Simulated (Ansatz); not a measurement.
CrCl3 (within 0.1 Å of C2/m, No. 12, 8 atoms in the cell; start mp-27630) was calculated with HSE06 (PAW; Ansatz, an electronic-structure program).

Run with plane-wave cutoff 500 eV, 4×4×4 k mesh, gaussian smearing 0.02 eV, spin-polarised start, scalar-relativistic PAW data made under PBE.

Cell (relaxed with r²SCAN):

```xyz
8
Lattice="6.0088 -0.0016 -0.0038 -3.0017 5.2054 -0.0074 -0.9576 -1.6471 6.0285" Properties=species:S:1:pos:R:3 pbc="T T T"
Cr    -1.5004     4.3378    -0.0069
Cr     4.5075     0.8660    -0.0044
Cl    -1.5961     0.9532     4.6924
Cl     3.6455     2.6036     1.3248
Cl     0.4346     4.4591     1.3235
Cl     1.6149    -0.9023     4.6937
Cl     1.6191     2.8111     4.6808
Cl     0.4304     0.7457     1.3364
```

Predict the band gap.


band gap: 3.92 eV (on the SCF k mesh)

Note: the magnetic order was assumed, not searched for or taken from measurement; cell and atoms aren't relaxed at this level (largest force component 0.10 eV/Å); the cell has widely spaced layers and the level no dispersion term, so their spacing and the moduli can rest on weak binding.

Static lattice: no zero-point or thermal effects.

Cost on a shared machine: roughly 23 core-minutes.

A start named mp-… is a Materials Project structure, which need not be a measured phase.
